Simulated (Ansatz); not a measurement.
## GaSb under a change: tensor shear ε_xy = +0.57 %

The parent structure is GaSb in the zinc blende structure (space group F-43m, No. 216; a = 6.1324 Å). Axes: x, y, z lie along the cube axes.

Now apply this change: tensor shear ε_xy = +0.57 % (engineering shear γ = 0.0114); the atoms relax in the strained cell.

Computed with r2SCAN (Ansatz, a quantum-chemistry and plane-wave program; PAW; 500 eV plane waves; no SOC). k-mesh 13×13×13 (Γ-centred); smearing 0.05 eV (Fermi–Dirac).

The volume per atom is still 28.83 Å³ and the space group becomes Imm2 (No. 44) (base: F-43m (No. 216)). The shortest interatomic distance shrinks by 0.0045 Å to 2.651 Å and the energy increases by 0.5 meV/atom. The pressure (mean of the normal stresses, compression positive) stays 0.01 GPa and the band gap shrinks by 0.046 eV to 0.37 eV (an upper bound: an edge found on the path is not a true extremum; the changed cell). The stress (xx, yy, zz, yz, xz, xy; compression positive) amounts to (0.01, 0.01, 0.01, 0.00, 0.00, -0.50) GPa.

Final structure:

```
CELL_PARAMETERS angstrom
      0.01748     3.06618     3.06618
      3.06618     0.01748     3.06618
      3.08366     3.08366     0.00000
ATOMIC_POSITIONS crystal
  Ga 0.00078 0.00078 0.99922
  Sb 0.24922 0.24922 0.25078
```

Cost of the whole job for the changed cell (relaxation, final SCF and bands): around 6 core-minutes (rough).

With Sb present, leaving out spin-orbit coupling can change the band edges. Stability against distortions was not tested.
